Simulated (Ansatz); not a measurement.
# Habitual settings against a tight run: a sheet of SnO (4 atoms in the cell)

Self-consistent single point.

```xyz
4
Lattice="3.7920 0.0000 0.0000 0.0000 3.7920 0.0000 0.0000 0.0000 16.2254" Properties=species:S:1:pos:R:3 pbc="T T T"
Sn     1.8960     0.0000     9.2253
Sn     0.0000     1.8960     7.0000
O      0.0000     0.0000     8.1127
O      1.8960     1.8960     8.1127
```

Level of theory: PBE, PAW files (plane waves; Ansatz, a first-principles code).

Base settings: basis.ecutwfc = 420 eV; kpoints.mp_grid.grid = 5 5 1; hamiltonian.xc = pbe; hamiltonian.pseudopotentials = {kind: paw} (the program's default PAW files); scf.occupations.method = gaussian; scf.occupations.width = 0.2 eV.

Tight run (finer mesh or higher cutoff; not a proven limit): basis.ecutwfc: 420 eV → 590 eV; kpoints.mp_grid.grid: 5 5 1 → 7 7 1; scf.convergence.dr2_threshold: default (1e-07 eV) → 1e-09 eV. It gave top of the valence band (on the code's own zero) -1.10 eV; gap on the k-point mesh 2.89 eV; pressure averaged over the cell with its vacuum 2.21 GPa; largest force (vector length) 1.532 eV/Å.

Quick runs, as changes from the base:
- A: the base itself
- B: basis.ecutwfc: 420 eV → 210 eV; kpoints.mp_grid.grid: 5 5 1 → 4 4 1; scf.occupations.width: 0.2 eV → 0.272 eV
- C: basis.ecutwfc: 420 eV → 335 eV; kpoints.mp_grid.grid: 5 5 1 → 2 2 1
- D: basis.ecutwfc: 420 eV → 295 eV; kpoints.mp_grid.grid: 5 5 1 → 4 4 1; hamiltonian.xc: pbe → lda; scf.occupations.method: gaussian → fermi_dirac; scf.occupations.width: 0.2 eV → 0.5 eV [LDA (PW92)]
- E: basis.ecutwfc: 420 eV → 210 eV; kpoints.mp_grid.grid: 5 5 1 → 2 2 1; scf.occupations.width: 0.2 eV → 0.136 eV
- F: basis.ecutwfc: 420 eV → 250 eV; kpoints.mp_grid.grid: 5 5 1 → 3 3 1; scf.occupations.method: gaussian → cold; scf.occupations.width: 0.2 eV → 0.136 eV; scf.convergence.dr2_threshold: default (1e-07 eV) → 0.0001 eV
- G: kpoints.mp_grid.grid: 5 5 1 → 2 2 1; hamiltonian.xc: pbe → b3lyp [B3LYP]
- H: kpoints.mp_grid.grid: 5 5 1 → 4 4 1; hamiltonian.xc: pbe → hse06 [HSE06]

Energies are extrapolated to zero smearing width, which holds to low order in the width alone.

Dashes: energy of D, G, H, another energy zero; count of G, H, another kind of functional, whose work the count does not hold.

Gaps are read on each run's own mesh, which may miss the band edges.

† marks runs with another functional, U, potentials or spin treatment: their distance from the tight run is not a convergence error alone.

The count of work is k-points × plane waves × bands × iterations; it is no time. 

The starting cell was generated: these elements placed on a structure prototype, without a prior relaxation; it need not be a known phase or ordering of this composition. Its lattice was rescaled in the plane by a random factor within 2.5 % of one. In the base run, forces exceed 1 eV/Å.

```tsv
run	energy less tight (meV/atom)	largest miss in a force vector (eV/Å)	gap on the mesh less tight (eV)	count of work / tight
A	2.1	0.001	-0.006	0.32
B	3013.5	0.006	0.016	0.12
C	93.9	0.008	0.055	0.12
D†	–	0.954	-0.225	0.28
E	3132.1	0.014	0.061	0.058
F	843.1	0.350	0.046	0.057
G†	–	0.198	1.500	–
H†	–	0.595	1.043	–
```

Among the runs at the tight run's level, the energy misses run from 2.1 to 3132.1 meV/atom.

Keys are those of Ansatz 0.2.
